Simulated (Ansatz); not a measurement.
A self-consistent single point of K₂S (Fm-3m, 3 atoms in the cell) with Ansatz (a program for electronic structure).

Method: HSE06, PAW files (plane waves; Ansatz).

```xyz
3
Lattice="0.0000 3.6554 3.6554 3.6554 0.0000 3.6554 3.6554 3.6554 0.0000" Properties=species:S:1:pos:R:3 pbc="T T T"
K      5.4831     5.4831     5.4831
K      1.8277     1.8277     1.8277
S      0.0000     0.0000     0.0000
```

Reference input (self-consistent single point, DFT, HSE06, plane waves, PAW files made with PBE): basis.ecutwfc = 30.9 Ry; kpoints.mp_grid.grid = 4 4 4; hamiltonian.xc = hse06; hamiltonian.pseudopotentials = {kind: paw} (the program's default PAW files); scf.occupations.method = fixed. This run's input differs from it in these lines:

```diff
@@ -18,2 +18,3 @@
   occupations: { method: fixed }
+  mixing: { preconditioner: ldos }
 output:
```

Output (repeated stretches shortened):

```
Error: inconsistent input (scf.mixing.preconditioner, scf.occupations.method): ldos needs the smeared local DOS at the Fermi level to build its model. With no smearing kernel (method: fixed, a smearing width below the step floor, tetrahedron integration, or explicit occupations) the LDOS field is never tabulated. Use a smearing scheme with a finite width, or preconditioner: auto
```

The program stopped before any SCF iteration. 

The starting cell comes from a database of computed structures (which also holds hypothetical and non-ambient phases and stackings), without a prior relaxation at this level. Its lattice was rescaled by a random factor within 2.5 % of one.

Keys are those of Ansatz 0.2.
